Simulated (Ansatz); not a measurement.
Data:

End structure of a constructed model of the (111)A surface of 3C silicon carbide, Si-terminated, (√3x√3)R30° Au adatom at T4 (bottom of the slab: 3 H on 3 bottom sites):

```
CELL_PARAMETERS angstrom
      4.64569     2.68219     0.00000
     -4.64569     2.68219     0.00000
      0.00000     0.00000    27.50000
ATOMIC_POSITIONS crystal
  C  0.00000 0.00000 0.33755
  C  0.33333 0.66667 0.33755
  C  0.66667 0.33333 0.33755
  Si 0.00000 0.33333 0.36054
  Si 0.33333 0.00000 0.36054
  Si 0.66667 0.66667 0.36054
  C  0.00000 0.33232 0.42940
  C  0.33232 0.00000 0.42940
  C  0.66768 0.66768 0.42940
  Si 0.00000 0.66437 0.45237
  Si 0.33563 0.33563 0.45237
  Si 0.66437 0.00000 0.45237
  C  0.00000 0.66310 0.52145
  C  0.33690 0.33690 0.52145
  C  0.66310 0.00000 0.52145
  Si 0.00000 0.00000 0.54126
  Si 0.33333 0.66667 0.54575
  Si 0.66667 0.33333 0.54575
  C  0.00000 0.00000 0.60728
  C  0.33333 0.66667 0.61750
  C  0.66667 0.33333 0.61750
  Si 0.00000 0.31765 0.63698
  Si 0.31765 0.00000 0.63698
  Si 0.68235 0.68235 0.63698
  H  0.00000 0.00000 0.29744
  H  0.33333 0.66667 0.29745
  H  0.66667 0.33333 0.29745
  Au 0.00000 0.00000 0.70647
```

Set-up: 28 atoms, 11.2 Å thick at the start with caps and adatoms (thin: gaps and levels are the slab's own); mesh 6x6x1; 0.025 eV smearing; dipole correction on; single point; on the structure that PBE left under its start's symmetry; no spin (no spin-polarised run to compare, though such a face may carry moments), no spin-orbit, no U. The slab shows no gap on its mesh. It is one candidate, not shown to be the stable structure of the face.

**Question.** What work function of the top face does r2SCAN, at the PBE geometry in Ansatz (a program for electronic structure) give?

**Answer.** 4.49 eV
